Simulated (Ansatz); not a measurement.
An Ansatz (an electronic-structure program) run: ZrS2 with a change (biaxial strain +0.21 %, plane normal [001], relaxed out of plane); r2SCAN+rVV10 in Ansatz (plane waves to 500 eV, PAW, scalar-relativistic without spin-orbit coupling), earlier PAW set.

Input:

Ansatz 0.2 input:
```yaml
crystal:
  lattice:
    - [3.6824105534, 0, 0]
    - [1.8412052767, 3.1890610864, 0]
    - [0, 0, 5.8546147228]
  atoms:
    - { symbol: Zr, position: [0, 0, 0] }
    - { symbol: S, position: [0.3333333333, 0.3333333333, 0.2461616094] }
    - { symbol: S, position: [0.6666666667, 0.6666666667, 0.7538383906] }
basis: { ecutwfc: 500, ecutrho_ratio: 4, xc_grid: 4, fft_grid_basis: typed }
kpoints: { mp_grid: { grid: [10, 10, 6] } }
hamiltonian:
  xc: r2scan
  dispersion: rvv10
  pseudopotentials: { azcp: { folder: ./paw }, kind: paw }
scf: { occupations: { method: fermi_dirac, width: 0.05 } }
relax: { f_tol: 0.005, max_steps: 50, cell: { stress_tol: 0.01, fix: [a, b, gamma] } }
output: { forces: true, stress: true }
checkpoint: { write: state.ck, write_every: 1000 }
```

Output (explanatory and most iteration lines left out):

```
Relaxation: its limit of steps is 50 (relax.max_steps)
Pseudopotential: Zr, paw, valence charge 12
Pseudopotential: S, paw, valence charge 6
Crystal: 3 atoms, lattice volume = 68.753 Å³
Basis set: ecut = 500 eV, 1785 PW (Γ), exchange–correlation on 108×108×180 points (64 copies of the dense FFT grid, shifted against one another)
Bands: 16, of which v1, the nominal top of the filled ones, is band 12 counted from 1 (11 counted from 0)
Symmetry: 12 space group operations
Space group: P-3m1 (ITA 164), of the structure as read, at distance tolerance 4.1e-5 Å
k-points: 72 of 600
Functional: x = r2scan, c = r2scan + rvv10(b = 11.95, C = 0.0093); τ floored in thin density (d = 2e-4 eV/Å³)
SCF iter   1: F=—  HF=-6010.075099 eV  |F-HF|=—  |Δ(HF+E_count)|=         —  Δρ=4.34e-2  dr2=3.56e0  dr2_τ=7.71e-2  ethr=3.10e-3  ⟨swp⟩=6.5  Hψ=7197  notcnv=0
SCF iter   2: F=—  HF=-6009.555929 eV  |F-HF|=—  |Δ(HF+E_count)|=   5.19e-1  Δρ=2.25e-2  dr2=6.30e-1  dr2_τ=1.69e-2  ethr=3.10e-3  ⟨swp⟩=3.1  Hψ=2429  notcnv=0
SCF 1 converged in 8 iterations: F = -6009.476235 eV  dr2 = 1.98e-8
relax step   1: F+E_penalty+E_count = -6009.47623487 eV  Δ(F+E_penalty+E_count) = +0.000e0 eV  max|allowed force component| = 2.527e-2 eV/Å  Δτ_max = 0.0000 Å  P = -0.345 GPa  Ω = 68.753 Å³  fix = [a, b, gamma]  reactions: a -0.444, b -0.444 GPa  (8 SCF iters, dr2 threshold 1.00e-7 eV, accepted)
[... steps on the carried basis left out ...]
relax step   3: F+E_penalty+E_count = -6009.47628588 eV  Δ(F+E_penalty+E_count) = -5.101e-5 eV  max|allowed force component| = 9.105e-5 eV/Å  Δτ_max = 0.0022 Å  P = -0.233 GPa  Ω = 68.761 Å³  energy of the carried Pulay correction = -1.790e-6 eV  fix = [a, b, gamma]  reactions: a -0.349, b -0.349 GPa  (8 SCF iters, accepted)
Crystal: 3 atoms, lattice volume = 68.761 Å³
SCF iter   1: F=—  HF=-6009.476288 eV  |F-HF|=—  |Δ(HF+E_count)|=         —  Δρ=1.94e-6  dr2=4.26e-9  dr2_τ=4.22e-10  ethr=1.36e-6  ⟨swp⟩=3.2  Hψ=10211  notcnv=0
SCF iter   2: F=—  HF=-6009.476288 eV  |F-HF|=—  |Δ(HF+E_count)|=   1.71e-7  Δρ=1.10e-6  dr2=1.84e-9  dr2_τ=4.17e-10  ethr=1.78e-11  ⟨swp⟩=4.1  Hψ=3209  notcnv=0
SCF 4 converged in 9 iterations: F = -6009.476288 eV  dr2 = 6.10e-13
SCF converged after 9 iterations
Free energy (F): -6009.476288 eV
Internal energy: -6009.476287 eV  (E = F + TS)
E sigma→0 (E₀):  -6009.476287 eV
Entropy (-TS):   -0.000000 eV (-0.000 meV/atom)
Fermi energy:    7.393373 eV
--- Forces (eV/Å), atoms counted from 1 ---
  atom   1  Zr     0.00000000     0.00000000     0.00000000
  atom   2  S     -0.00000000    -0.00000000    -0.00009112
  atom   3  S      0.00000000     0.00000000     0.00009112
--- Stress (GPa, compression-positive) ---
       -0.348451      -0.000000       0.000000
       -0.000000      -0.348451      -0.000000
        0.000000      -0.000000      -0.001503
  P = ⅓ Tr σ = -0.2328 GPa (-2.328 kbar)
--- Relaxed structure (3 steps of the walk, 2 accepted, 1 SCFs on fresh bases) ---
  cell:  # Å, volume = 68.7606 Å³
    - [3.6824105533952007, -4.542428058174071e-96, 2.9226330258107817e-20]
    - [1.8412052766976004, 3.1890610864041564, 1.461316512905231e-20]
    - [4.646654710045025e-20, -2.9358672070857745e-33, 5.8552425229726195]
  atoms:
    - { symbol: Zr, position: [-1.679363095653468e-36, 1.1795264564444931e-36, 2.4691682802245475e-20] }
    - { symbol: S, position: [0.33333333333333337, 0.3333333333333333, 0.24578424561228113] }
    - { symbol: S, position: [0.6666666666666667, 0.6666666666666666, 0.7542157543877189] }
```

Stability against distortions was not tested. The cell was made from ZrS2 in the CdI2 type structure (space group P-3m1, No. 164; layered, stacked along the Cartesian z axis) by this change: biaxial strain +0.21 %, plane normal [001], relaxed out of plane.
